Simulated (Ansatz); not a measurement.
The parent structure is Li$_{3}$VS$_{4}$ (space group P-43m, No. 215; a = 5.888 Å; a model cell, its experimental status unchecked). Axes: x, y, z lie along the cube axes.

The values are results of PBEsol, PAW, 420 eV (Ansatz, a first-principles code; spin-orbit coupling left out), not measurements.

For the base:

```
Item                   Result
-------------------  --------
Smallest direct gap   2.16 eV
Band gap              1.90 eV
Pressure             0.00 GPa
```

It is then changed as follows: the cell is stretched by 4.47 % along x with no lateral relaxation, atoms relaxed at fixed cell.

**Question.** Estimate the effect on the energy relative to the base, smallest direct gap, band gap and pressure.

**Answer.** The energy grows by 4.7 meV/atom; the smallest direct gap falls by 0.02 eV, from 2.16 eV to 2.14 eV; the band gap hardly moves (1.90 eV against 1.89 eV); the pressure (mean of the normal stresses, compression positive) goes from zero to -0.48 GPa.

The cells carry an imposed strain or load. Stability against distortions was not tested. Seeded moments were not kept for the base. The final runs are not spin-polarised.
